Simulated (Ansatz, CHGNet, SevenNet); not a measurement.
## Equilibrium lattice constant a of MoS2 (model structure, started from the fluorite type, Fm-3m, No. 225, 3 atoms in the cell) at several levels of theory

No measured value is used here.

```
level (code)           value (Å)
---------------------  ---------
CHGNet 0.3.0               5.829
CHGNet-r²SCAN              5.786
SevenNet-l3i5              5.922
LDA (Ansatz)               5.763
PBEsol (Ansatz)            5.796
r²SCAN (Ansatz)            5.866
r²SCAN+rVV10 (Ansatz)      5.849
```

The crystal itself was run without spin with LDA, PBEsol, r²SCAN, r²SCAN+rVV10; a magnetic state was not tried in these runs. LDA, PBEsol, r²SCAN, r²SCAN+rVV10: the run has no spin polarisation, so it can have missed a magnetic state. Cutoffs differ between the levels. Ansatz's density-functional and Hartree–Fock values are scalar-relativistic unless marked +SOC, with PAW data made under PBE.

Machine-learned potentials (CHGNet 0.3.0, CHGNet-r²SCAN, SevenNet-l3i5) are trained on DFT data: a solid inside that data is no test of them.

A model structure was made by putting elements into a prototype or built by hand; it is no filed structure, need not be a known phase, and can be a saddle point held by its symmetry.

Ansatz is a quantum-chemistry and plane-wave program.
